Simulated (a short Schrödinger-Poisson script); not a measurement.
System: MOS inversion layer, Si3N4 on p-type Si(100), at 300 K.

From the gate side: 3.1 nm Si3N4; 1400 nm Si, acceptors 9.2e16 cm⁻³.

Constants are typed, rounded textbook-type inputs, not results; the design itself was drawn at random and stands for no fabricated device. Si3N4: permittivity 7.5, conduction-band edge (eV) 1.95, gap (eV) 5.1, electron mass (mₑ) 0.5. Si: permittivity 11.7, conduction-band edge (eV) 0, gap (eV) 1.124, Nv at 300 K (cm⁻³) 3.1e19.

Channel valleys (confinement mass, in-plane density-of-states mass, number): Δ2 0.916, 0.19, 2; Δ4 0.19, 0.417, 4. At the gate the conduction-band edge of layer 1 lies 2.27 eV − eVg above the Fermi level of the channel; the field vanishes at the back. Gaps are held at their typed values at every temperature. Mesh 0.03 nm at interfaces.

From a short Schrödinger-Poisson script (our own, NumPy): 1D Poisson equation in equilibrium, electrons quantum, Hartree (BenDaniel-Duke, 12 states a valley, the channel's in-plane mass for all, wave functions ending at the dielectric), parabolic valleys, classical holes, full ionisation, no traps, pinning or gate leakage.

| Vg (V) | electrons (cm⁻²) | C (μF/cm²) | Δ2 E0 (meV from the Fermi level) | Δ4 E0 (meV from the Fermi level) |
|---|---|---|---|---|
| 0.2 | 1.10e9 | 0.102 | 239.2 | 271.9 |
| 0.25 | 6.40e9 | 0.127 | 192.9 | 226.4 |
| 0.3 | 3.44e10 | 0.255 | 148.7 | 183.1 |
| 0.35 | 1.38e11 | 0.576 | 111.6 | 147.5 |
| 0.4 | 3.59e11 | 0.906 | 85.3 | 123.6 |
| 0.45 | 6.70e11 | 1.12 | 67.1 | 108.3 |
| 0.5 | 1.04e12 | 1.26 | 53.7 | 97.9 |
| 0.55 | 1.44e12 | 1.35 | 43.1 | 90.4 |
| 0.6 | 1.87e12 | 1.41 | 34.3 | 84.7 |
| 0.65 | 2.32e12 | 1.46 | 26.8 | 80.1 |
| 0.7 | 2.78e12 | 1.50 | 20.1 | 76.3 |
| 0.75 | 3.25e12 | 1.54 | 14.2 | 73.1 |
| 0.8 | 3.74e12 | 1.56 | 8.8 | 70.3 |
| 0.85 | 4.23e12 | 1.58 | 3.8 | 67.9 |
| 0.9 | 4.72e12 | 1.60 | -0.9 | 65.7 |
| 0.95 | 5.23e12 | 1.62 | -5.3 | 63.7 |
| 1 | 5.73e12 | 1.63 | -9.5 | 61.9 |
| 1.05 | 6.25e12 | 1.65 | -13.5 | 60.3 |
| 1.1 | 6.76e12 | 1.66 | -17.3 | 58.7 |

Gate voltages with under 1e9 electrons/cm² are left out.

At Vg = 1.1 V the lowest Δ2 subband lies at -17.3 meV from the Fermi level. How many electrons does it hold, and what share of all?

The two-dimensional density of states is g m/(πħ²) = 1.59e11 cm⁻² meV⁻¹ (both spins), kT = 25.9 meV, so n = D kT ln(1 + exp(−E/kT)) = 4.44e12 cm⁻², 0.66 of the 6.76e12 cm⁻² in all.

Compare the slope of the sheet density between 1 and 1.1 V with the geometric capacitance of the layers between gate and channel.

q Δn/ΔV = 1.65 μF/cm²; ε0/Σ(t/ε) = 2.14 μF/cm². The ratio is 0.77: the channel acts as a further capacitance in series.
